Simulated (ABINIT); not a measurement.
Input and output of a self-consistent single point for KMnF₃ (P1, 5 atoms in the cell) (ABINIT).

Method: LDA (PW92), norm-conserving pseudopotentials (PseudoDojo nc-sr-04 LDA standard) (plane waves; ABINIT 10.0.3).

The change in words: atoms moved at random. Reference geometry:
```xyz
5
Lattice="4.1827 0.0000 0.0000 0.0000 4.1827 0.0000 0.0000 0.0000 4.1827" Properties=species:S:1:pos:R:3 pbc="T T T"
K      2.0913     2.0913     2.0913
Mn     0.0000     0.0000     0.0000
F      2.0913     0.0000     0.0000
F      0.0000     2.0913     0.0000
F      0.0000     0.0000     2.0913
```
Moments meant for the start (each program seeds them in its own way; μB, in the order of the atoms K Mn F F F): 0.0 4.0 0.0 0.0 0.0.

Reference input (self-consistent single point, DFT, LDA (PW92), plane waves, norm-conserving pseudopotentials (PseudoDojo nc-sr-04 LDA standard)): pseudos = [K.upf, Mn.upf, F.upf]; ecut = 48 Ha; nsppol = 2; occopt = 3; tsmear = 0.02 eV; ngkpt = 4 4 4; nshiftk = 1; shiftk = 0 0 0; potentials = PseudoDojo nc-sr-04 LDA standard; nband = 33; kptopt = 1; nstep = 50. This run's input differs from it in these lines:

```diff
@@ -13,7 +13,7 @@
 xred
-         0.5000000000    0.5000000000    0.5000000000
-         0.0000000000    0.0000000000    0.0000000000
-         0.5000000000    0.0000000000    0.0000000000
-         0.0000000000    0.5000000000    0.0000000000
-         0.0000000000    0.0000000000    0.5000000000
+         0.5072480000    0.4954070000    0.4998660000
+         0.0052850000    0.9982010000    0.0135750000
+         0.4955020000    0.0069310000    0.9899870000
+         0.9885180000    0.5060620000    0.9977050000
+         0.0034470000    0.9933990000    0.4988660000
 ecut 48 Ha
```

The program printed (abridged):

```
--- !BeginCycle
solver: {iscf: 7, nstep: 50, nline: 4, wfoptalg: 0, }
tolerances: {toldfe: 1.00E-09, }
...

     iter   Etot(hartree)     deltaE(h) residm    vres2    magn
 ETOT  1  -212.16782300218    -2.12E+02 2.86E-01 7.10E+02 3.046
 ETOT  2  -212.45394866872    -2.86E-01 5.94E-02 1.39E+03 4.625
 ETOT  3  -212.64364000016    -1.90E-01 9.08E-03 7.69E+01 5.000
 ETOT  4  -212.64756967299    -3.93E-03 1.11E-02 1.97E+01 5.000
 ETOT  5  -212.64788128602    -3.12E-04 1.09E-02 4.76E+00 5.000
   [... 5 lines left out ...]
 ETOT 11  -212.64827763460    -5.69E-09 9.62E-04 1.20E-05 5.000
 ETOT 12  -212.64827763598    -1.37E-09 1.07E-03 1.26E-06 5.000
 ETOT 13  -212.64827763613    -1.56E-10 1.60E-03 7.19E-08 5.000
 ETOT 14  -212.64827763614    -6.96E-12 1.16E-03 1.32E-08 5.000
 At SCF step   14, etot is converged :
  for the second time, diff in etot=  6.963E-12 < toldfe=  1.000E-09

 Cartesian components of stress tensor (hartree/bohr^3)
  sigma(1 1)=  1.51749566E-04  sigma(3 2)= -4.53314500E-07
  sigma(2 2)=  1.53365138E-04  sigma(3 1)=  1.17374384E-06
  sigma(3 3)=  1.42705954E-04  sigma(2 1)= -1.61586532E-06

 Integrated electronic and magnetization densities in atomic spheres:
 Radius=ratsph(iatom), smearing ratsm=  0.0000. Diff(up-dn)=approximate z local magnetic moment.
 Atom    Radius    up_density   dn_density  Total(up+dn)  Diff(up-dn)
    1   2.00000     3.450117     3.450005      6.900122     0.000112
    2   2.00000     8.576456     4.232081     12.808537     4.344375
    3   2.00000     3.564249     3.466931      7.031180     0.097318
   [... lines left out ...]
 Total magnetization (from the atomic spheres):             4.637446
 Total magnetization (exact up - dn):                       5.000000
 Fermi (or HOMO) energy (hartree) =   0.20423   Average Vxc (hartree)=  -0.37788
   [... lines left out ...]
total_energy        : -2.12648277636140E+02
total_energy_eV     : -5.78645390992486E+03
band_energy         : -2.29607949220215E+01
...

-Cartesian components of stress tensor (GPa)         [Pressure= -4.3918E+00 GPa]
- sigma(1 1)=  4.46462561E+00  sigma(3 2)= -1.33369708E-02
- sigma(2 2)=  4.51215739E+00  sigma(3 1)=  3.45327301E-02
- sigma(3 3)=  4.19855343E+00  sigma(2 1)= -4.75403910E-02

 Calculation completed.
```

The run converged in 14 iterations. Against the reference run the free energy goes up by 4.4 meV/atom, the pressure goes from -4.57 to -4.39 GPa, the largest force goes from 0.000 to 0.466 eV/Å, the gap on the mesh hardly changes (0.978 to 0.979 eV) and the size of the net moment stays at 1.00 μB/atom.

The starting cell comes from a database of computed structures (which also holds hypothetical and non-ambient phases and stackings), without a prior relaxation at this level. For this run, on top of that: atoms moved at random. With one magnetic atom in the cell only a parallel order is possible. With a pressure of about -4 GPa the cell is away from its equilibrium volume at this level.

Cost on one core of a shared machine: roughly 10 min.
